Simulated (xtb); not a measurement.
xtb 6.7.1, GFN2-xTB: Si(NCO)2(OMe)2 (CO[Si](N=C=O)(N=C=O)OC), 17 atoms. The geometry is a generated start, not checked to be a minimum at this level.

```json
{
  "method": "GFN2-xTB",
  "--acc": "1 (default)",
  "--etemp (K)": "300 (default)",
  "detailed input (--input)": "none: ANC optimiser, Lindh (1995) Hessian, microcycle=20, maxdispl=1.0, hlow=0.01 (default)",
  "basis_functions": "56",
  "valence_electrons": "60"
}
```

```xyz
17

C      2.3258    -0.9323     0.5870
O      0.9971    -0.9625     0.1290
Si    -0.0288     0.2374    -0.1784
N      0.5551     1.3421    -1.3553
C      0.6375     1.8257    -2.4365
O      0.8028     2.3571    -3.4472
N     -0.2310     1.1915     1.2463
C     -0.8068     1.8744     2.0289
O     -1.2901     2.5381     2.8402
O     -1.4005    -0.3538    -0.7680
C     -2.2268    -1.3805    -0.2781
H      2.3861    -0.4458     1.5613
H      2.9597    -0.3928    -0.1186
H      2.6636    -1.9649     0.6698
H     -1.7078    -2.3392    -0.3230
H     -2.5221    -1.1823     0.7539
H     -3.1137    -1.4121    -0.9113
```

The structure is relaxed from this start with --opt LEVEL for the levels crude, sloppy, loose, lax, normal, tight, vtight, extreme, once each. Up to the end of the extreme run atoms move by at most 0.55 Å along an axis.

Question: What is the loosest level that ends within 1 meV of the extreme run, and how many cycles does it take?

Answer: normal: 37 cycles against 58, ending 0.18 meV above.

```csv
level,cycles,energy above the extreme run (meV),gradient norm (eV/Å)
crude,1,12,0.11
sloppy,1,12,0.11
loose,1,12,0.11
lax,1,12,0.11
normal,37,0.18,0.032
tight,38,0.16,0.027
vtight,51,0.014,0.0034
extreme,58,—,0.0024
```
